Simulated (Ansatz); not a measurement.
## Point defect V_Br in orthorhombic CsPbBr3

These are PBE, PAW (plane waves to 420 eV; Ansatz, a first-principles code) values and carry that method's errors. The supercell holds 80 host sites (2×1×2 repeats of a cell of 20 atoms), with a 1×2×1 shifted k-point sampling for the final energies. Site at the start: the Br(1) site. Energies of charged states are corrected for periodic images (point charge plus alignment at distant sites). Dielectric constants: PBE linear response of the host. Host gap at this level: 2.13 eV. These values are not converged in cell size to better than tenths of an eV.  Spin–orbit coupling is left out, which matters for these heavy elements. Each state is the lowest found from its start.

Charges with a result: +1, 0, −1. Others weren't obtained, and one of them could lie lower, also by skipping a charge.

```
charge         moment (μB)  point group  largest move off a lattice site (Å)  image correction with alignment (eV)  above the lowest spin state (eV)
------  ------------------  -----------  -----------------------------------  ------------------------------------  --------------------------------
+1      not spin-polarised           Cs                                 0.36                                 -0.02                              0.00
0                      1.0           C1                                 0.32                                  0.00                              0.00
−1*                    2.0           C1                                 0.32                                     –                              0.00
−1†     not spin-polarised            –                                 0.41                                  0.11                              0.08
```

* At this level the carrier isn't localised at the defect: at charge −1 electrons occupy the conduction band. Such a state is shallow or no state of the defect, and this cell gives it no level.

† A state of higher energy that isn't settled.

Point groups are those of the whole cell at tolerances of 0.03 and 0.1 Å ("near" where only the looser one holds); none is given for unsettled states.

Transition levels above the valence-band maximum: ε(+1/0) = 1.85 eV. On the lower envelope of the bound states, inside the gap: (+1/0) at 1.85 eV.

Flagged in the runs: a host whose relaxation on this sampling wasn't shown to rest, a strain field that reaches the edge of the cell.

All states together cost roughly 5 core-hours.
